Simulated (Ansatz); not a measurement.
A 16-atom cell of Pb(Se,Te) started in the rock salt structure, site fractions Se 0.625, Te 0.375, short-range order -0.24 in the first shell of the mixed sites (0 is random, a negative value favours unlike neighbours), space group I4/mmm at the end, an ordered arrangement that its symmetry holds. The mixed sublattice has 8 sites.

The mixing enthalpy is taken against the end members in the rock salt type, relaxed in the same cell and mesh.

Computed with PBE (plane waves to 420 eV, PAW; Ansatz, a program for electronic structure). Spin–orbit coupling is left out; with elements this heavy it can move edges by tenths of an eV. Its k-point mesh 4×4×4, Fermi–Dirac width 0.01 eV.

| cell | energy at zero smearing (eV) |
|---|---|
| PbSe | -139012.984 |
| PbTe | -151097.488 |
| Pb8Se5Te3 | -143544.278 |

Q: Work out the mixing enthalpy per mixed site and the interaction parameter Ω of a regular solution.

A: With x = 3/8 of the second end member, ΔH = [-143544.278 − 5/8 × (-139012.984) − 3/8 × (-151097.488)] / 8 = 49 meV against the separate end members. Ω = ΔH / x(1 − x) = 211 meV.
